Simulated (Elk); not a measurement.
Worked example: self-consistent single point of KI (Fm-3m, 2 atoms in the cell) in Elk.

Method of the run: PBE, all-electron FP-LAPW, Elk's shipped species files, LAPW+lo basis (Elk).

The change in words: lattice scaled by 0.98. Reference geometry:
```
KI
1.0
    0.00000     3.53500     3.53500
    3.53500     0.00000     3.53500
    3.53500     3.53500     0.00000
K I
1 1
Direct
  0.00000   0.00000   0.00000
  0.50000   0.50000   0.50000
```

Reference input (self-consistent single point, DFT, PBE, all-electron FP-LAPW, Elk's shipped species files, LAPW+lo basis): xctype = 20; rgkmax = 7.5; stype = 3; swidth = 0.00183747 Ha; ngridk = 4 4 4; gmaxvr = 16 1/bohr; nxoapwlo = 1. This run's input differs from it in these lines:

```diff
@@ -22,5 +22,5 @@
 avec
-    0.0000000000    6.6801818506    6.6801818506
-    6.6801818506    0.0000000000    6.6801818506
-    6.6801818506    6.6801818506    0.0000000000
+    0.0000000000    6.5465782135    6.5465782135
+    6.5465782135    0.0000000000    6.5465782135
+    6.5465782135    6.5465782135    0.0000000000
```

The program printed (abridged):

```
│ Self-consistent loop started │
│ Loop number : 1 │
 total energy                :     -7728.62387486
│ Loop number : 2 │
 total energy                :     -7728.55865649
RMS change in Kohn-Sham potential (target) :   0.2758627952     (  0.1000000000E-05)
Absolute change in total energy (target)   :   0.6521837370E-01 (  0.1000000000E-03)
│ Loop number : 3 │
 total energy                :     -7725.66841709
RMS change in Kohn-Sham potential (target) :   0.1609381923     (  0.1000000000E-05)
Absolute change in total energy (target)   :    2.906543993     (  0.1000000000E-03)
│ Loop number : 4 │
   [... lines left out ...]
Absolute change in total energy (target)   :   0.6688063413E-03 (  0.1000000000E-03)
│ Loop number : 13 │
 total energy                :     -7721.43026109
RMS change in Kohn-Sham potential (target) :   0.1576947465E-06 (  0.1000000000E-05)
Absolute change in total energy (target)   :   0.1765037077E-03 (  0.1000000000E-03)
│ Loop number : 14 │
 total energy                :     -7721.43025217
RMS change in Kohn-Sham potential (target) :   0.3819315689E-07 (  0.1000000000E-05)
Absolute change in total energy (target)   :   0.5305297873E-04 (  0.1000000000E-03)
Convergence targets achieved

│ Loop number : 15 │

Energies :
 Fermi                       :     0.643610090324E-01
 total energy                :     -7721.43025087

Density of states at Fermi energy :   0.5442284024E-07
 (states/Hartree/unit cell)

Estimated indirect band gap :   0.1509868750
 from k-point      1 to k-point      1
Estimated direct band gap   :   0.1509868750
 at k-point      1

Charges :
 core                        :    46.00000000
 valence                     :    26.00000000
 interstitial                :    3.411682352
 muffin-tins (core leakage)
  species :    1 (K)
   atom    1                 :    17.59439696     (  0.1137331633E-06)
  species :    2 (I)
   atom    1                 :    50.99392069     (  0.2013409419E-03)
 total in muffin-tins        :    68.58831765
 total calculated charge     :    72.00146810
 total charge                :    72.00000000
 error                       :   0.1468100293E-02

│ Self-consistent loop stopped │
```

The run converged in 15 iterations. The count includes the last loop, which Elk runs after its targets are met. Against the reference run the free energy goes up by 18.2 meV/atom and the gap on the mesh goes from 3.963 to 4.109 eV.

The starting cell has typed, rounded lattice constants, without a prior relaxation at this level. For this run, on top of that: lattice scaled by 0.98. Spin-orbit coupling is off. Values depend on the basis (sphere radii, cutoffs, local orbitals), which need not be converged.
